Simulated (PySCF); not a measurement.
PySCF 2.14.0, BP86/def2-tzvp, df: Hf(O)(Cl)(OH) ([O]=[Hf]([OH])[Cl]), 5 atoms. The geometry is a generated start, not checked to be a minimum at this level.

| Property | Result |
|---|---|
| task | energy |
| method | bp86 |
| basis | def2-tzvp |
| two-electron scheme | density fitting |
| mol.max_memory | 3000 MB |
| mf.max_cycle | 100 |
| mf.conv_tol | 1e-09 (default) |
| mf.grids.level | 3 (default) |
| effective core potentials | those of the basis set, past Kr |
| basis functions | 145 |
| grid points | 80648 |

```xyz
5

Hf    -0.2588     0.3431    -0.1507
O     -1.2883    -1.0602    -0.2264
Cl    -0.9409     1.9462    -1.5591
O      1.2689    -0.1689     0.7859
H      1.2192    -1.0602     1.1503
```

Charge 0 and multiplicity 1 are set for this test and not shown to be the ground state.

With the defaults (mf.DIIS = CDIIS, mf.diis = true, mf.diis_space = 8, mf.level_shift = 0, mf.damp = 0, mf.diis_start_cycle = 1, mf.init_guess = minao) it converges in 16 Fock builds. One run each on 2 threads, 1 BLAS thread, with these changes:
- mf.diis = false
- mf.damp = 0.3, mf.diis_start_cycle = 4
- mf.level_shift = 0.1 Hartree
- mf.diis_space = 3
- mf.diis_space = 20
- mf.DIIS = EDIIS
- mf.init_guess = atom
- mf.diis_space = 5
- mf.init_guess = huckel

**Question.** Which runs fail or end elsewhere than the default run?

**Answer.** No convergence: mf.DIIS = EDIIS; mf.diis = false (the run ends without SCF convergence in 100 cycles). The rest reach the solution of the defaults.

```
setting                                 Fock builds             end
--------------------------------------  -----------  --------------
mf.init_guess = atom                             15   same solution
the defaults                                     16   same solution
mf.level_shift = 0.1 Hartree                     16   same solution
mf.diis_space = 20                               16   same solution
mf.diis_space = 5                                17   same solution
mf.init_guess = huckel                           17   same solution
mf.damp = 0.3, mf.diis_start_cycle = 4           24   same solution
mf.diis_space = 3                                75   same solution
mf.DIIS = EDIIS                                 101  no convergence
mf.diis = false                                 101  no convergence
```
